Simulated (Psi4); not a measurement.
Psi4 1.11, B3LYP/def2-svp: Mo(NH)(S)(SH)2 ([NH]=[Mo](=[S])([SH])[SH]), 8 atoms. The geometry is a generated start, not checked to be a minimum at this level.

```json
{
 "task": "energy",
 "method": "b3lyp",
 "basis": "def2-svp",
 "memory": "3 GB",
 "maxiter": "100",
 "keys_of_the_molecule_block": "symmetry c1",
 "scf_type": "df (default)",
 "guess": "auto, which took SAD (default)",
 "scf_initial_accelerator": "adiis (default)",
 "e_convergence": "1e-06 (default)",
 "d_convergence": "1e-06 (default)",
 "dft_radial_points": "75 (default)",
 "dft_spherical_points": "302 (default)",
 "effective_core_potentials": "those of the basis set, past Kr",
 "basis_functions": "114",
 "grid_points": "173221"
}
```

```xyz
8

Mo     0.1946    -0.1586    -0.0554
N      0.9837    -0.8875    -1.4128
H      1.5584    -1.3592    -2.1019
S      1.1375    -0.3874     1.8585
S     -1.9157    -1.1508     0.0507
H     -2.2036    -0.7226     1.2926
S     -0.0101     2.1396    -0.4441
H      0.2552     2.5266     0.8125
```

Charge 0 and multiplicity 1 are set for this test and not shown to be the ground state.

One run each on 2 threads. Values of diis_max_vecs tried: 3, 6, 10 (default), 20.

Q: How does the count of SCF iterations change with diis_max_vecs, and where is it least?

A: Fewest SCF iterations, within one of each other: 6 with 13, 10 (default) with 12, 20 with 12. The count rises to 60 at 3. All converge to one solution.

```
diis_max_vecs  SCF iterations            end
-------------  --------------  -------------
3                          60  same solution
6                          13  same solution
10 (default)               12  same solution
20                         12  same solution
```
